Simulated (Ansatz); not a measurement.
Data:

```yaml
crystal:
  lattice:
    - [4.02263, 0.00000, 0.00000]
    - [-2.01132, 3.48370, 0.00000]
    - [0.00000, 0.00000, 6.61084]
  atoms:
    - { symbol: Al, position: [0.66667, 0.33333, 0.99989] }
    - { symbol: Al, position: [0.33333, 0.66667, 0.49989] }
    - { symbol: As, position: [0.66667, 0.33333, 0.62531] }
    - { symbol: As, position: [0.33333, 0.66667, 0.12531] }
```

A single point on AlAs with a change (pressure −1 GPa), its geometry relaxed with PBEsol.

Level of theory: PBEsol, PAW, 420 eV (Ansatz, an electronic-structure program; spin-orbit coupling included), earlier PAW set. k-mesh 10×10×5 (Γ-centred); smearing 0.05 eV (Fermi–Dirac).

Q: Predict the band gap, smallest direct gap, hole mass and valence-band top at Γ.

A: Band gap: 1.53 eV
Smallest direct gap: 1.57 eV
Hole mass: 1.1 mₑ along c, 0.18 mₑ across (at Γ)
Valence-band top at Γ (three highest Kramers pairs, from the VBM): 0.00, -0.07, -0.36 eV

Single points use the geometry relaxed with PBEsol. Load acts through the strain it causes; cell and atoms are relaxed under it. Effective masses come from finite differences of ±0.01 Å⁻¹. Whether these cells are dynamically stable was not tested. The cell was made from AlAs in the wurtzite structure (space group P6_3mc, No. 186; a model cell, its experimental status unchecked) by this change: pressure −1 GPa. This is not the structure that AlAs has at room temperature and ambient pressure.
